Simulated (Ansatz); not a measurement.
The starting structures come from a database of crystals and need not be the phases stable at ambient conditions.

The decay constant κ of evanescent states in the gap governs leakage through a thin film.

Given:

```xyz
16
Lattice="4.2110 0.0000 0.0000 0.0000 7.7644 0.0000 0.0000 0.0000 10.4721" Properties=species:S:1:pos:R:3 pbc="T T T"
H      3.1583     2.3729     6.3872
H      1.0528     5.3915     4.0850
H      1.0528     1.5093     1.1511
H      3.1583     6.2551     9.3210
Pb     3.1583     1.4419     9.6139
Pb     1.0528     6.3225     0.8582
Pb     1.0528     2.4403     4.3778
Pb     3.1583     5.3242     6.0943
I      1.0528     0.3744     7.1038
I      3.1583     7.3900     3.3684
I      3.1583     3.5078     1.8677
I      1.0528     4.2566     8.6044
O      3.1583     2.9574     5.6049
O      1.0528     4.8070     4.8673
O      1.0528     0.9248     0.3688
O      3.1583     6.8396    10.1033
```

Space group of this cell: Pnma. The cell was relaxed by PBE-D3(BJ); by PBEsol its mean pressure is -0.9 GPa.

Transport runs along the normal of the first two printed cell vectors.

No gap correction and no spin-orbit coupling; mid-gap values are interpolated between computed energies.

Problem. Compute, with PBEsol (Ansatz, a program for electronic structure), the band gap and the smallest decay constant κ at mid-gap.

Solution. Gap 2.79 eV on a 8×4×4 mesh; κ = 0.273 1/Å, at (0.250, 0.500) of the in-plane reciprocal vectors. At the zone centre, at the nearest computed energy, the slowest state has κ = 0.29 1/Å.
